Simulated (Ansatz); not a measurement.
System: zinc-blende BeS. Method: rVV10 in Ansatz (plane waves, PAW).

Settings: plane-wave cutoff 520 eV, 12×12×12 k mesh, Fermi–Dirac smearing 0.01 eV, scalar-relativistic PAW data made under PBE.

The cell is scaled about its equilibrium volume:

```tsv
V (Å³/atom)	P (GPa)	direct gap at Γ (eV)	smallest gap on the k mesh (eV)
13.696	6.52	5.680	3.082
13.987	4.14	5.689	3.123
14.279	1.97	5.696	3.161
14.570	0.01	5.698	3.196
14.861	-1.78	5.526	3.229
15.153	-3.40	5.360	3.260
15.444	-4.87	5.200	3.288
```

The fundamental gap (3.20 eV at the equilibrium volume, with added k points) lies elsewhere than Γ–Γ.

Ansatz is a first-principles code.
